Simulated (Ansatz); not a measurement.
Levels about the gap of amorphous Si24O53Ta2 (79 atoms in a cell of 1180 Å³, 2.65 g/cm³; zone centre alone, so wide bands show as single levels with stretches between that a denser mesh fills), at the geometry that PBE relaxed, where it gives 0.0 GPa on a denser mesh. The participation number counts the atoms over which a state spreads; weights are charges in smoothed Voronoi cells. The levels come from a single point, so bond lengths are those of that geometry. Method of the levels: PBE, scalar-relativistic without spin-orbit coupling (Ansatz, a program for electronic structure). Sampling: the zone centre alone; Fermi-Dirac width 0.02 eV; no spin polarisation. At PBE the levels at both edges of the gap are localised (band-tail or defect states), and the nearest spread-out levels lie 5.6 eV apart at the zone centre.

It comes from a melt-quench run on a machine-learned potential (CHGNet), relaxed afterwards by DFT. O atoms were pushed apart under 1.9 Å during the dynamics, to hinder bonds among them. The hot cell started wider than the set density and was brought back towards it in steps. It is the lowest in DFT energy of 2 quenches. It is a model cell: composition and starting density were chosen by hand, and all elements were melted together. No dispersion term was used. Its density started from a set value of 2.65 and ended at 2.65 g/cm³. The simulated quench (nominally 480 K/ps over its main leg) is rapid and tends to freeze in more defects than a deposited or slowly cooled glass has. A cell of this size samples the disorder only roughly. The volume was held where the preparation left it and the shape relaxed, at a PBE pressure of 0.0 GPa.

```csv
"E - E(highest filled), eV",filling,participation number,largest on,weight O,weight Ta,weight Si
-0.98,filled,10.8,"O, 2 neighbours",0.95,0.00,0.05
-0.92,filled,8.9,"O, 2 neighbours",0.96,0.00,0.04
-0.72,filled,5.4,"O, 2 neighbours",0.96,0.00,0.04
-0.70,filled,4.7,"O, 2 neighbours",0.95,0.00,0.05
-0.58,filled,5.3,"O, 2 neighbours",0.95,0.00,0.05
-0.30,filled,5.9,"O, 2 neighbours",0.95,0.00,0.05
0.00,filled,5.1,"O, 2 neighbours",0.95,0.00,0.05
3.03,empty,2.7,"Ta, 5 neighbours",0.37,0.59,0.03
3.37,empty,3.1,"Ta, 5 neighbours",0.40,0.55,0.05
3.90,empty,4.2,"Ta, 5 neighbours",0.42,0.52,0.06
4.03,empty,3.1,"Ta, 5 neighbours",0.37,0.59,0.04
4.28,empty,2.9,"Ta, 5 neighbours",0.38,0.58,0.04
4.38,empty,52.9,"Ta, 5 neighbours",0.67,0.10,0.23
4.57,empty,2.8,"Ta, 5 neighbours",0.38,0.57,0.05
```

Most localised among these is the empty level at +3.03 eV, on a Ta atom, which has 5 neighbours (O 1.84 Å, O 1.86 Å, O 1.89 Å, O 1.91 Å, O 2.28 Å).
